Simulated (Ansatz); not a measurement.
# The 1x1 (110) surface of bcc V

Calculation: r2SCAN, at the PBE geometry (plane waves to 500 eV, PAW; Ansatz, an electronic-structure program).

Set-up: 16 atoms, 6.1 Å thick at the start (thin: gaps and levels are the slab's own); mesh 6x6x1; 0.1 eV smearing; dipole correction on; single point; on the structure that PBE left under its start's symmetry; no spin, no spin-orbit, no U.

```json
{
  "work_function_of_the_top_face": "4.85 eV",
  "caution": "the clean host was not checked against rearrangement in a larger or rattled cell",
  "cost": "about 3 core-minutes (a rough figure)"
}
```
